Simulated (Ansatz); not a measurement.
Input:

Host crystal: corundum, with a band gap (PBE, scalar-relativistic without spin-orbit coupling).

End structure of SiH3 on the 1x1 (0001) surface of corundum (cut with top plane Al), one in a 1x1 cell, started at the site 'top O':

```
CELL_PARAMETERS angstrom
      4.80875     0.00000     0.00000
     -2.40438     4.16450     0.00000
      0.00000     0.00000    27.50000
ATOMIC_POSITIONS crystal
  Al 0.66667 0.33333 0.37743
  O  0.65631 0.68187 0.38078
  O  0.31813 0.97443 0.38078
  O  0.02557 0.34369 0.38078
  Al 0.00000 0.00000 0.41229
  Al 0.33333 0.66667 0.42276
  O  0.31288 0.31024 0.45957
  O  0.99736 0.68712 0.45957
  O  0.68976 0.00264 0.45957
  Al 0.66645 0.33303 0.49212
  Al 0.00006 0.00023 0.50801
  O  0.97624 0.33297 0.54023
  O  0.66678 0.64536 0.54018
  O  0.35699 0.02374 0.54020
  Al 0.33126 0.66564 0.57635
  Al 0.66795 0.33844 0.58683
  O  0.64473 0.99313 0.61912
  O  0.34928 0.35962 0.61898
  O  0.01217 0.65511 0.61892
  Al 0.00414 0.00243 0.63011
  Si 0.72775 0.98345 0.71728
  H  0.94370 0.99404 0.75765
  H  0.68972 0.27188 0.71933
  H  0.41538 0.67790 0.71897
```

Slab: 24 atoms, 6.7 Å thick at the start under the adsorbate (thin: gaps and levels are the slab's own); k 6x6x1, smearing 0.01 eV, dipole-corrected; single point; no symmetry held, on the structure that PBE left; spin-polarised, ending with about 1.0 μB a cell; orders that need a larger cell were not tried, no spin-orbit, no U, no dispersion correction. The program's check for a lower electronic state was not made. At the end it is bonded to Al. In PBE it is, or lies within 0.03 eV of, the lowest of the starts that converged; the order may differ at this level.

A negative adsorption energy means that the adsorbate is more stable on the surface than in its reference.

**Question.** Estimate the gap of the slab on its k-mesh that r2SCAN, at the PBE geometry and the start's symmetry run with Ansatz (a program for electronic structure) returns for this input.

**Answer.** 1.82 eV

**Question.** Predict the adsorption energy against SiH4(g) − ½ H2(g) at the same level from r2SCAN, at the PBE geometry and the start's symmetry.

**Answer.** 1.17 eV

**Question.** What change of the step from the bottom to the top vacuum level, against the clean slab does r2SCAN, at the PBE geometry and the start's symmetry give?

**Answer.** -0.88 eV

**Question.** What is the computed highest filled level below the top vacuum level (r2SCAN, at the PBE geometry and the start's symmetry)?

**Answer.** 5.75 eV
